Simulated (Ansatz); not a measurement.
Take WSi₂ (space group I4/mmm, No. 139; a = 3.202 Å, c = 7.818 Å; relaxed with 0.1 eV smearing) as the base. Axes: x, y, z lie along a, b, c of the conventional cell.

All numbers come from PBEsol, PAW, 420 eV (Ansatz, an electronic-structure program; without spin-orbit coupling).

Base values:

| Quantity | Value |
|---|---|
| Pressure | 0.0 GPa |
| Band gap | zero |

The change: the cell is stretched by 1.00 % along x with no lateral relaxation, atoms relaxed at fixed cell.

Task: Predict the new energy relative to the base, pressure and band gap.

Result: The energy grows by 1.8 meV/atom; the pressure (mean of the normal stresses, compression positive) goes from zero to -2.2 GPa; the band gap stays zero.

The cells carry an imposed strain or load. Whether these cells are dynamically stable was not tested. The final runs are not spin-polarised.
